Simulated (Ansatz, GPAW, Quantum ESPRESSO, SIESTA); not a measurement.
BaRh2 (Fd-3m, 6 atoms in the cell) computed with different codes at matched settings

Self-consistent single point.

```yaml
crystal:
  lattice:
    - [0.00000, 3.95741, 3.95741]
    - [3.95741, 0.00000, 3.95741]
    - [3.95741, 3.95741, 0.00000]
  atoms:
    - { symbol: Ba, position: [0.50000, 0.50000, 0.50000] }
    - { symbol: Ba, position: [0.75000, 0.75000, 0.75000] }
    - { symbol: Rh, position: [0.12500, 0.12500, 0.62500], spin: 1.0 }
    - { symbol: Rh, position: [0.12500, 0.62500, 0.12500], spin: 1.0 }
    - { symbol: Rh, position: [0.12500, 0.12500, 0.12500], spin: 1.0 }
    - { symbol: Rh, position: [0.62500, 0.12500, 0.12500], spin: 1.0 }
```
(The spins are starting values, not results.)

All programs got the same cell, k-point mesh and kind of occupations, and the same starting moments (in Ansatz's words: kpoints.mp_grid.grid = 5 5 5; magnetization.spin_polarized = true; scf.occupations.method = fermi_dirac; scf.occupations.width = 0.01 Ry); potentials, basis and cutoffs are each program's usual ones.

```json
[
 {"code": "Ansatz", "model": "PBEsol, default PAW files made with PBE", "pressure (GPa)": "-5.62", "k-points": "10", "cutoff": "30.9 Ry"},
 {"code": "Quantum ESPRESSO", "model": "PBEsol, GBRV 1.5 ultrasoft (PBESOL) pseudopotentials", "pressure (GPa)": "-5.83", "k-points": "10", "cutoff": "40 Ry"},
 {"code": "SIESTA", "model": "GGA PBEsol, numerical atomic orbitals DZP, PseudoDojo PBEsol standard norm-conserving potentials (rewritten from UPF to PSML)", "pressure (GPa)": "8.12", "k-points": "63", "cutoff": "grid 400 Ry"},
 {"code": "GPAW", "model": "PBEsol, GPAW PAW datasets PBEsol (made by gpaw-setup)", "pressure (GPa)": "-3.67", "k-points": "10", "cutoff": "600 eV"}
]
```

The spread over the programs that give each value: pressure within 13.95 GPa.

The starting cell comes from a database of computed structures (which also holds hypothetical and non-ambient phases and stackings), without a prior relaxation at this level. On Ansatz's run: The starting moments vanished: the run ended non-magnetic. The program warned that a starting moment was not kept. In the base run, with a pressure of about -6 GPa the cell is away from its equilibrium volume at this level.

Problem. Why do the programs differ, and what cannot be compared?

Solution. Differences of this kind can come from the potentials, where these differ, and from what each basis and cutoff leave unconverged. The valence holds different numbers of electrons (Ansatz (an electronic-structure program) 88, Quantum ESPRESSO 80, SIESTA 88, GPAW 80). The zero of total energies and Fermi levels follows the potentials and each program's conventions, so they are not compared here. SIESTA uses small atom-centred bases, whose incompleteness enters pressures, forces and empty levels differently from a plane-wave cutoff. Ansatz's pressure is given at a fixed set of plane waves, as the other plane-wave codes print theirs; with its correction for the finite basis it is -5.59 GPa. Ansatz's smearing width was typed in Ry to four decimals, so it matches the others to a few per cent. The programs reduce the same mesh by symmetry to different extents, which changes the work and not the result. In the pressure, SIESTA (by 13.75) and GPAW (by 1.95) lie more than 1 GPa from the median of the plane-wave programs.

Left out of this page: ABINIT (stopped by limits of time or memory); Elk and FLEUR (not drawn, or without a comparable value).

Keys are those of Ansatz 0.2.
